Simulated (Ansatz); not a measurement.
The starting structures come from a database of crystals and need not be the phases stable at ambient conditions.

 Where the default PAW files enter, the runs use the earlier of Ansatz's two default sets.

Tunnelling through a barrier is set by its complex band structure: the current falls as exp(−2κd) with the smallest κ.

Input:

```
CELL_PARAMETERS angstrom
      6.10526     0.00000     0.00000
      3.05121     5.28813     0.00000
      0.03306    -3.50687     5.03443
ATOMIC_POSITIONS crystal
  Ba 0.75093 0.99587 0.24494
  Ba 0.24907 0.00413 0.75506
  Ta 0.50000 0.50000 0.00000
  Bi 0.00000 0.50000 0.50000
  O  0.30058 0.95995 0.19473
  O  0.69942 0.04005 0.80527
  O  0.23478 0.50469 0.80527
  O  0.76522 0.49531 0.19473
  O  0.72914 0.43975 0.71061
  O  0.27086 0.56025 0.28939
```

Space group of this cell: C2/m. The cell is taken as given; by r2SCAN its mean pressure is -4.2 GPa.

Transport runs along the normal of the first two printed cell vectors.

The gap is the functional's own, uncorrected, and κ follows it; spin-orbit coupling is left out. Mid-gap values are interpolated between the computed energies.

### Question
Compute, with r2SCAN (Ansatz, an electronic-structure program), the band gap and the smallest decay constant κ at mid-gap.

### Answer
Gap 2.91 eV on a 8×8×8 mesh; κ = 0.284 1/Å, at (0.500, 0.000) of the in-plane reciprocal vectors. At the zone centre, at the nearest computed energy, the slowest state has κ = 0.35 1/Å.
